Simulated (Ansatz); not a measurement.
BiSiO3 (model structure, started from the PbTiO3 type, P4mm, No. 99, 5 atoms in the cell) was calculated with LDA (plane waves, PAW; Ansatz, a quantum-chemistry and plane-wave program).

Run with plane-wave cutoff 520 eV, 16×16×14 k mesh (along the axes of the cell as run), Fermi–Dirac smearing 0.05 eV, scalar-relativistic PAW data made under PBE.

Cell (relaxed at this level):

```yaml
crystal:
  lattice:
    - [3.33816, 0.00000, 0.00000]
    - [0.00000, 3.33816, 0.00000]
    - [0.00000, 0.00000, 5.50525]
  atoms:
    - { symbol: Si, position: [0.50000, 0.50000, 0.60692] }
    - { symbol: Bi, position: [0.00000, 0.00000, 0.15971] }
    - { symbol: O, position: [0.00000, 0.50000, 0.51088] }
    - { symbol: O, position: [0.50000, 0.00000, 0.51088] }
    - { symbol: O, position: [0.50000, 0.50000, 0.90181] }
```

Question: Give the computed bulk modulus B0.

Answer: 
bulk modulus B0: 147 GPa

The run finds no gap.

Note: the bulk modulus is −V dP/dV from two relaxed cells at ±2 % in volume; the relaxation could raise the start's symmetry but not lower it, so the cell can be a saddle point.

Spin–orbit coupling is not included; it can open a gap where bands touch, and shift volumes and moduli.

Computed values are for the static lattice.

Cost on a shared machine: very roughly 24 core-minutes.

A model structure was made by putting elements into a prototype or built by hand; it is no filed structure, need not be a known phase, and can be a saddle point held by its symmetry.
